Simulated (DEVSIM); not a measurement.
System: Al/HfO2/p-Ge capacitor, at 300 K.

```csv
layer (left to right),material,thickness (nm),Na (cm⁻³)
1,HfO2,4.50,-
2,Ge,2600,5.1e16
```

Metal gate on the left, work function 4.1 eV. Fixed charge at the semiconductor interface 2.1e11 cm⁻² (in units of +e); no interface traps.

Constants are typed, rounded textbook-type inputs, not results; the design itself was drawn at random and stands for no fabricated device. Values at 300 K.

| parameter | HfO2 | Ge |
|---|---|---|
| gap (eV) | 5.7 | 0.664 |
| affinity (eV) | 2.5 | 4 |
| permittivity | 22 | 16 |
| Nc (cm⁻³) | - | 1.04e19 |
| Nv (cm⁻³) | - | 6e18 |

DEVSIM, 1D Poisson equation in equilibrium, Boltzmann statistics, complete ionisation; no quantum confinement or tunnelling. Metal contacts follow the ideal Schottky-Mott rule: no Fermi-level pinning, no interface dipoles.

The interface trap density was swept, all else fixed.

```csv
interface trap density (cm^-2 eV^-1),threshold voltage (band bending 2φF) (V),minimum of the low-frequency capacitance (μF/cm²),flat-band voltage (V)
0,-0.02,0.141,-0.45
1e10,-0.02,0.142,-0.45
1e11,-0.02,0.156,-0.45
3e11,-0.02,…,-0.45
1e12,-0.02,0.286,-0.46
2e12,-0.01,0.421,-0.46
```

Question: Complete the blanks.

Answer: 
- 3e11, minimum of the low-frequency capacitance (μF/cm²): 0.185
